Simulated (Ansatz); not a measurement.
Base system: BAs in the zinc blende structure (space group F-43m, No. 216).

```yaml
crystal:
  lattice:
    - [0.00000, 2.36609, 2.36609]
    - [2.36609, 0.00000, 2.36609]
    - [2.36609, 2.36609, 0.00000]
  atoms:
    - { symbol: B, position: [0.00000, 0.00000, 0.00000] }
    - { symbol: As, position: [0.25000, 0.25000, 0.25000] }
```

Cartesian axes are those of the cell as printed.

Method: Ansatz (a program for electronic structure), LDA, PAW, cutoff 420 eV, without spin-orbit coupling.

Base values:

| Quantity | Result |
|---|---|
| Band gap | 1.11 eV |

One thing is altered: biaxial strain +2.50 %, plane normal [001], relaxed out of plane (Cartesian); in-plane vectors clamped, the third vector and the atoms free.

### Question
What happens to the band gap?

### Answer
The band gap drops by 0.53 eV, from 1.11 eV to 0.58 eV.

### Question
What does the calculation give for the in-plane stress after the change?

### Answer
The mean in-plane stress (compression positive) is -7.4 GPa.

### Question
Predict the new out-of-plane strain.

### Answer
The out-of-plane strain is -1.32 %.

Gaps are Kohn–Sham eigenvalue differences; semilocal functionals usually give less than the measured gap. No phonon test of stability was made.
